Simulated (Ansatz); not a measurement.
## SiC under a change: uniaxial strain ε_zz = −0.60 %

Start from SiC in the wurtzite structure (space group P6_3mc, No. 186; a = 3.076 Å, c = 5.048 Å). Axes: x lies along a and z along c of the hexagonal cell.

One thing is altered: the cell is compressed by 0.60 % along z with no lateral relaxation; the atoms relax in the strained cell.

Level of theory: PBEsol in Ansatz (plane waves to 420 eV, PAW, no spin-orbit coupling). Γ-centred 12×12×7 mesh, Fermi–Dirac width 0.05 eV.

```tsv
quantity	base	changed	shift
volume per atom	10.34 Å³	10.28 Å³	-0.06 Å³
shortest interatomic distance	1.883 Å	1.881 Å	-0.002 Å
energy relative to the base (free energy F)	0 meV/atom	+0.6 meV/atom	+0.6 meV/atom
band gap	2.12 eV	2.16 eV	+0.04 eV
gap character	indirect, Γ → K	indirect, Γ → K	–
smallest direct gap	3.86 eV	3.82 eV	-0.04 eV
width of the top valence band	3.93 eV	3.91 eV	-0.02 eV
electron mass	0.26 mₑ along c, 0.43 mₑ across (at K)	0.26 mₑ along z, 0.43 mₑ across (at K)	–
valence-band top at Γ (three highest levels, from the VBM)	0.00, 0.00, -0.11 eV	0.00, 0.00, -0.05 eV	–
stress (xx, yy, zz, yz, xz, xy; compression positive)	–	(0.36, 0.36, 3.30, 0.00, 0.00, 0.00) GPa	–
```

Effective masses come from finite differences of ±0.01 Å⁻¹. Gaps are Kohn–Sham eigenvalue differences; semilocal functionals usually give less than the measured gap. No phonon test of stability was made.

Ansatz is a program for electronic structure.
